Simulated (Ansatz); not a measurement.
Start from ZrS$_{2}$ in the CdI2 type structure (space group P-3m1, No. 164; a = 3.674 Å, c = 5.860 Å; layered, stacked along the Cartesian z axis). Axes: x lies along a and z along c of the hexagonal cell.

Method: r2SCAN+rVV10/PAW in Ansatz (an electronic-structure program), scalar-relativistic without spin-orbit coupling.

Base values:

The smallest direct gap is 1.81 eV.

Now apply this change: compressive biaxial strain of 1.68 % in the plane normal to [001], as in epitaxy on a mismatched substrate; the out-of-plane cell vector and the atoms relax.

How does this affect the out-of-plane strain?

The out-of-plane strain comes out as +0.73 %.

What does the calculation give for the smallest direct gap after the change?

The smallest direct gap grows by 0.11 eV (1.81 eV → 1.92 eV).

Stability against distortions was not tested.
